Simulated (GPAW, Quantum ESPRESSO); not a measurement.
A GPAW input for a self-consistent single point of V (Im-3m, 1 atom in the cell) (DFT PBE, plane waves, GPAW PAW datasets PBE (gpaw-data 1.0.1)):

```python
from ase import Atoms
from ase.units import GPa
from gpaw import GPAW

atoms = Atoms(['V'],
              cell=[[-1.528182, 1.528182, 1.528182],
                    [1.528182, -1.528182, 1.528182],
                    [1.528182, 1.528182, -1.528182]],
              positions=[[0.000000, 0.000000, 0.000000]],
              pbc=True)

calc = GPAW(mode={'name': 'pw', 'ecut': 850},
            xc='PBE',
            kpts={'size': (20, 20, 20), 'gamma': True},
            occupations={'name': 'methfessel-paxton', 'width': 0.136, 'order': 0},
            nbands=-7,
            convergence={'forces': 0.001},
            symmetry={'symmorphic': False, 'tolerance': 0.0005},
            maxiter=100,
            txt='-')

atoms.calc = calc

energy = atoms.get_potential_energy()
print('Energy (eV):', round(energy, 6))
forces = atoms.get_forces()
print('Forces (eV/Ang):')
print(forces.round(5))
stress = atoms.get_stress()
print('Stress (GPa, Voigt):', (stress / GPa).round(4))
```

### Question
Give the Quantum ESPRESSO input for the same structure, mesh, smearing and functional.

### Answer
One input that does it (others would too):

```fortran
&control
   calculation = 'scf',
   prefix = 'scf',
   outdir = './tmp/',
   pseudo_dir = './',
   tprnfor = .true.,
   tstress = .true.,
/
&system
   ibrav = 3,
   A = 3.0563640000,
   nat = 1,
   ntyp = 1,
   ecutwfc = 50,
   ecutrho = 400,
   occupations = 'smearing',
   smearing = 'gaussian',
   degauss = 0.0099958,
/
&electrons
   conv_thr = 1.0d-10,
/
ATOMIC_SPECIES
V     50.9415  v_pbe_v1.4.uspp.F.UPF
ATOMIC_POSITIONS crystal
V     0.0000000000    0.0000000000    0.0000000000
K_POINTS automatic
20 20 20  0 0 0
```

Basis, cutoffs, solver keys and any potentials are the target program's own. This input uses DFT, PBE, plane waves, SSSP 1.1.2 efficiency (PBE) pseudopotentials. Both were run: pressure -8.57 GPa in GPAW and -9.71 in Quantum ESPRESSO.

On Quantum ESPRESSO: the starting cell comes from a database of computed structures (which also holds hypothetical and non-ambient phases and stackings), without a prior relaxation at this level. Its lattice was rescaled by a random factor within 2.5 % of one. Spin polarisation is off. With a pressure of about -10 GPa the cell is away from its equilibrium volume at this level.

On GPAW: the starting cell comes from a database of computed structures (which also holds hypothetical and non-ambient phases and stackings), without a prior relaxation at this level. Its lattice was rescaled by a random factor within 2.5 % of one. Spin polarisation is off. With a pressure of about -9 GPa the cell is away from its equilibrium volume at this level.
